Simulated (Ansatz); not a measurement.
## Ge: pressure series

Base system: Ge in the diamond structure (space group Fd-3m, No. 227).

Space group Fd-3m, origin choice 1 (No. 227); a = 5.6762 Å, b = 5.6762 Å, c = 5.6762 Å, α = 90.00°, β = 90.00°, γ = 90.00°

```csv
atom,site,symmetry,x,y,z
Ge,8a,-43m,0.0000,0.0000,0.0000
```
(The calculation used a cell of 2 atoms; values per cell refer to that cell.)

Cell and atoms are relaxed at each pressure.

All numbers come from PBEsol/PAW in Ansatz (a first-principles code), scalar-relativistic without spin-orbit coupling.

Notes on the quantities. enthalpy: H = E + PV relative to the base's energy.

```csv
variant,enthalpy,lattice parameter a
base,–,5.676 Å
pressure −2 GPa,-0.29 eV/atom,5.737 Å
pressure −1 GPa,-0.14 eV/atom,5.705 Å
pressure 1.8 GPa,+0.25 eV/atom,5.628 Å
pressure 4.2 GPa,+0.58 eV/atom,5.573 Å
pressure 9 GPa,+1.21 eV/atom,5.482 Å
pressure 18 GPa,+2.33 eV/atom,[?]
pressure 30 GPa,+3.71 eV/atom,5.225 Å
pressure 45 GPa,+5.32 eV/atom,5.105 Å
pressure 60 GPa,+6.83 eV/atom,5.010 Å
```

Task: Some entries are withheld; estimate them.

Result: 
- pressure 18 GPa, lattice parameter a: 5.352 Å

Load acts through the strain it causes; cell and atoms are relaxed under it. Stability against distortions was not tested. Measured, Ge leaves this structure (for the β-tin structure) near 10.6 GPa (room temperature; as listed in arXiv:1906.07825).
